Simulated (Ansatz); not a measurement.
**What pressure 1.8 GPa does to PbSe**

Base system: PbSe in the rock salt structure (space group Fm-3m, No. 225; a = 6.218 Å).

One thing is altered: cell and atoms relaxed at a pressure of 1.8 GPa.

Computed with PBE (Ansatz, a program for electronic structure; PAW; 420 eV plane waves; no spin-orbit coupling), earlier PAW set. k-mesh 9×9×9 (Γ-centred); smearing 0.05 eV (Fermi–Dirac).

- Volume per atom: 28.99 Å³ (base 30.05 Å³)
- Density: 8.20 g/cm³ (base 7.91 g/cm³)
- Lattice parameter a: 6.144 Å (base 6.218 Å)
- Shortest interatomic distance: 3.072 Å (base 3.109 Å)
- Enthalpy H = E + PV relative to the base's energy: +0.33 eV/atom
- Band gap: 0.33 eV (base 0.44 eV)
- Gap character: direct at L (base direct at L)
- Mean gap deformation potential ΔEg/Δln V: +3.1 eV
- Width of the top valence band: 3.16 eV (base 2.91 eV)
- Electron mass: 0.12 mₑ (at L) (base 0.15 mₑ along k, 0.12 mₑ across (at L))
- Valley order (the lowest conduction-band minima on the path, energy above the VBM, named in the base's zone): L along ⟨111⟩ 0.33 eV; a point along ⟨110⟩, about 0.6 Å⁻¹ from Γ 1.15 eV (base L along ⟨111⟩ 0.44 eV; a point along ⟨110⟩, about 0.6 Å⁻¹ from Γ 1.23 eV)

With Pb present, leaving out spin-orbit coupling can change the band edges. Load acts through the strain it causes; cell and atoms are relaxed under it. Masses are band curvatures over ±0.01 Å⁻¹ around the edge. Along k means along the line from Γ to the band edge. Whether these cells are dynamically stable was not tested.
